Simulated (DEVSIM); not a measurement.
Device: Co/SiO2/p-InP capacitor, at 400 K.

```tsv
layer (left to right)	material	thickness (nm)	Na (cm⁻³)
1	SiO2	4.80	-
2	InP	430	2.1e18
```

Metal gate on the left, work function 5 eV. Fixed charge at the semiconductor interface 1.82e12 cm⁻² (in units of +e); no interface traps.

This is a model device: material constants are rounded textbook-type values typed into the input, and sizes, dopings and lifetimes were drawn at random. Values at 300 K; Nc and Nv go as T^1.5, mobilities as T to minus their exponent, the gap by Varshni's rule with the affinity fixed.

| parameter | SiO2 | InP |
|---|---|---|
| gap (eV) | 9 | 1.344 |
| affinity (eV) | 0.9 | 4.38 |
| permittivity | 3.9 | 12.5 |
| Nc (cm⁻³) | - | 5.7e17 |
| Nv (cm⁻³) | - | 1.1e19 |
| Varshni α (eV/K) | - | 0.000363 |
| Varshni β (K) | - | 162 |

DEVSIM, 1D Poisson equation in equilibrium, Boltzmann statistics, complete ionisation; no quantum confinement or tunnelling. Metal contacts follow the ideal Schottky-Mott rule: no Fermi-level pinning, no interface dipoles.

Question: Tabulate band edges, carrier densities and field at 0.8 V on the gate.

Answer: Energies count from the Fermi level of the right contact; mesh points crowd at the junctions.

```json
[
 {"x (μm)": "0.000", "Ec (eV)": "3.300", "Ev (eV)": "-5.700", "n (cm⁻³)": "< 1e2", "p (cm⁻³)": "< 1e2", "field (V/cm)": "1300000"},
 {"x (μm)": "0.0007824", "Ec (eV)": "3.404", "Ev (eV)": "-5.596", "n (cm⁻³)": "< 1e2", "p (cm⁻³)": "< 1e2", "field (V/cm)": "1300000"},
 {"x (μm)": "0.001829", "Ec (eV)": "3.542", "Ev (eV)": "-5.458", "n (cm⁻³)": "< 1e2", "p (cm⁻³)": "< 1e2", "field (V/cm)": "1300000"},
 {"x (μm)": "0.003073", "Ec (eV)": "3.707", "Ev (eV)": "-5.293", "n (cm⁻³)": "< 1e2", "p (cm⁻³)": "< 1e2", "field (V/cm)": "1300000"},
 {"x (μm)": "0.004389", "Ec (eV)": "3.881", "Ev (eV)": "-5.119", "n (cm⁻³)": "< 1e2", "p (cm⁻³)": "< 1e2", "field (V/cm)": "1300000"},
 {"x (μm)": "0.005110", "Ec (eV)": "0.475", "Ev (eV)": "-0.836", "n (cm⁻³)": "9.1e11", "p (cm⁻³)": "4.9e8", "field (V/cm)": "670000"},
 {"x (μm)": "0.006254", "Ec (eV)": "0.549", "Ev (eV)": "-0.762", "n (cm⁻³)": "1.1e11", "p (cm⁻³)": "4.2e9", "field (V/cm)": "630000"},
 {"x (μm)": "0.009323", "Ec (eV)": "0.729", "Ev (eV)": "-0.583", "n (cm⁻³)": "5.8e8", "p (cm⁻³)": "7.7e11", "field (V/cm)": "540000"},
 {"x (μm)": "0.01373", "Ec (eV)": "0.936", "Ev (eV)": "-0.375", "n (cm⁻³)": "1400000", "p (cm⁻³)": "3.2e14", "field (V/cm)": "400000"},
 {"x (μm)": "0.02215", "Ec (eV)": "1.170", "Ev (eV)": "-0.141", "n (cm⁻³)": "1600", "p (cm⁻³)": "2.8e17", "field (V/cm)": "160000"},
 {"x (μm)": "0.03648", "Ec (eV)": "1.238", "Ev (eV)": "-0.073", "n (cm⁻³)": "220", "p (cm⁻³)": "2.0e18", "field (V/cm)": "4100"},
 {"x (μm)": "0.07496", "Ec (eV)": "1.239", "Ev (eV)": "-0.072", "n (cm⁻³)": "210", "p (cm⁻³)": "2.1e18", "field (V/cm)": "≈ 0"},
 {"x (μm)": "0.1302", "Ec (eV)": "1.239", "Ev (eV)": "-0.072", "n (cm⁻³)": "210", "p (cm⁻³)": "2.1e18", "field (V/cm)": "≈ 0"},
 {"x (μm)": "0.2270", "Ec (eV)": "1.239", "Ev (eV)": "-0.072", "n (cm⁻³)": "210", "p (cm⁻³)": "2.1e18", "field (V/cm)": "≈ 0"},
 {"x (μm)": "0.3397", "Ec (eV)": "1.239", "Ev (eV)": "-0.072", "n (cm⁻³)": "210", "p (cm⁻³)": "2.1e18", "field (V/cm)": "≈ 0"},
 {"x (μm)": "0.3817", "Ec (eV)": "1.239", "Ev (eV)": "-0.072", "n (cm⁻³)": "210", "p (cm⁻³)": "2.1e18", "field (V/cm)": "≈ 0"},
 {"x (μm)": "0.4054", "Ec (eV)": "1.239", "Ev (eV)": "-0.072", "n (cm⁻³)": "210", "p (cm⁻³)": "2.1e18", "field (V/cm)": "≈ 0"},
 {"x (μm)": "0.4187", "Ec (eV)": "1.239", "Ev (eV)": "-0.072", "n (cm⁻³)": "210", "p (cm⁻³)": "2.1e18", "field (V/cm)": "≈ 0"},
 {"x (μm)": "0.4280", "Ec (eV)": "1.239", "Ev (eV)": "-0.072", "n (cm⁻³)": "210", "p (cm⁻³)": "2.1e18", "field (V/cm)": "≈ 0"},
 {"x (μm)": "0.4315", "Ec (eV)": "1.239", "Ev (eV)": "-0.072", "n (cm⁻³)": "210", "p (cm⁻³)": "2.1e18", "field (V/cm)": "≈ 0"},
 {"x (μm)": "0.4334", "Ec (eV)": "1.239", "Ev (eV)": "-0.072", "n (cm⁻³)": "210", "p (cm⁻³)": "2.1e18", "field (V/cm)": "≈ 0"},
 {"x (μm)": "0.4348", "Ec (eV)": "1.239", "Ev (eV)": "-0.072", "n (cm⁻³)": "210", "p (cm⁻³)": "2.1e18", "field (V/cm)": "≈ 0"}
]
```
